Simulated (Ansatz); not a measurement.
The parent structure is CdSe in the wurtzite structure (space group P6_3mc, No. 186; a = 4.302 Å, c = 7.021 Å). Axes: x lies along a and z along c of the hexagonal cell.

Method: PBEsol in Ansatz (plane waves to 420 eV, PAW, no spin-orbit coupling).

The change: every lattice vector is shortened by 2.40 %; the atoms relax in the strained cell.

Q: Predict the stress tensor and what it implies for the stiffness.

A: Stress of the strained cell less that of the base (GPa, compression positive):
```
   4.45    0.00    0.00
   0.00    4.45    0.00
   0.00    0.00    4.53
```

Then B = −ΔP/(ΔV/V₀) with ΔV/V₀ = -0.0703 gives secant stiffness values (nonlinear terms included at this strain): B (at held cell shape, above the free-shape value) ≈ 64 GPa.

As a check, the harmonic strain energy −½ V₀ Δσ:ε is 28 meV/atom; the computed energy rise is 26 meV/atom.

Whether these cells are dynamically stable was not tested.

Ansatz is a program for electronic structure.
